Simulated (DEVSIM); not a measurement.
Device: GaP/Si n-p heterojunction, at 250 K.

Layer 1 from the left is GaP, thickness (μm) 0.230, Nd (cm⁻³) 7.5e16, τn (s) 1.4e-6, τp (s) 1.4e-6. Layer 2 from the left is Si, thickness (μm) 0.200, Na (cm⁻³) 1.1e18, τn (s) 1.4e-6, τp (s) 1.4e-6.

Left contact: ohmic. Right contact: ohmic. Voltage is applied to the left contact. Recombination: SRH at mid-gap, Auger. Mobility is constant in doping.

The device is made up for the run: typed textbook-type constants, with dimensions and the other settings drawn at random. Values at 300 K; Nc and Nv go as T^1.5, mobilities as T to minus their exponent, the gap by Varshni's rule with the affinity fixed.

GaP: gap (eV) 2.26, affinity (eV) 3.8, permittivity 11.1, Nc (cm⁻³) 1.8e19, Nv (cm⁻³) 1.9e19, μn (cm²/Vs) 250, μp (cm²/Vs) 150, T exponent of μn 1.6, T exponent of μp 1.98, Cn (cm⁶/s) 1e-30, Cp (cm⁶/s) 1e-30, Varshni α (eV/K) 0.00058, Varshni β (K) 372. Si: gap (eV) 1.124, affinity (eV) 4.05, permittivity 11.7, Nc (cm⁻³) 2.86e19, Nv (cm⁻³) 3.1e19, μn (cm²/Vs) 1417, μp (cm²/Vs) 470, T exponent of μn 2.3, T exponent of μp 2.2, Cn (cm⁶/s) 2.8e-31, Cp (cm⁶/s) 9.9e-32, Varshni α (eV/K) 0.000473, Varshni β (K) 636.

DEVSIM, 1D drift-diffusion, Boltzmann statistics, complete ionisation; no tunnelling, impact ionisation, image-force lowering or self-heating. Band offsets follow the typed affinities; no thermionic-emission limit at abrupt steps, no polarisation charge.

What does the simulation give for the dark forward voltage at 1 A/cm², the largest field in the device at zero bias, the potential step across the device at zero bias?

dark forward voltage at 1 A/cm² 0.903 V; largest field in the device at zero bias 160000 V/cm; potential step across the device at zero bias 1.208 V.
